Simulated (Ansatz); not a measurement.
## A computed series for Bi2Te3: pressure series

Consider Bi₂Te₃ in the Bi2Te3 type structure (space group R-3m, No. 166; a = 4.3871 Å, c = 30.2858 Å (hexagonal axes)).

Cell and atoms are relaxed at each pressure.

Calculations: DFT with PBE-D3(BJ), PAW potentials and a 420 eV plane-wave cutoff in Ansatz (a first-principles code), no spin-orbit coupling.

```json
[
 {"variant": "base", "band gap": "0.26 eV", "volume per atom": "33.65 Å³", "gap character": "direct at Γ"},
 {"variant": "pressure −1 GPa", "band gap": "(withheld)", "volume per atom": "34.72 Å³", "gap character": "direct at Γ"},
 {"variant": "pressure 0.3 GPa", "band gap": "0.26 eV", "volume per atom": "33.41 Å³", "gap character": "direct at Γ"},
 {"variant": "pressure 0.7 GPa", "band gap": "0.25 eV", "volume per atom": "33.07 Å³", "gap character": "direct at Γ"},
 {"variant": "pressure 1.5 GPa", "band gap": "0.24 eV", "volume per atom": "32.49 Å³", "gap character": "direct at Γ"},
 {"variant": "pressure 3 GPa", "band gap": "0.23 eV", "volume per atom": "31.57 Å³", "gap character": "direct at Γ"},
 {"variant": "pressure 5 GPa", "band gap": "0.24 eV", "volume per atom": "30.57 Å³", "gap character": "direct at Γ"},
 {"variant": "pressure 7.5 GPa", "band gap": "(withheld)", "volume per atom": "29.52 Å³", "gap character": "indirect, Γ → F"},
 {"variant": "pressure 10 GPa", "band gap": "zero", "volume per atom": "(withheld)", "gap character": "–"}
]
```

Q: Complete the table.

A: 
- pressure −1 GPa, band gap: 0.31 eV
- pressure 7.5 GPa, band gap: 0.15 eV
- pressure 10 GPa, volume per atom: 28.62 Å³

The mesh was chosen for an insulator and is coarse for the gapless case. With Bi and Te present, leaving out spin-orbit coupling can change the band edges. Load acts through the strain it causes; cell and atoms are relaxed under it. No phonon test of stability was made. Competing high-pressure phases were not computed. All final runs are without spin polarisation. A zero or small gap of Bi2Te3 can be the functional's error rather than a property of the material.
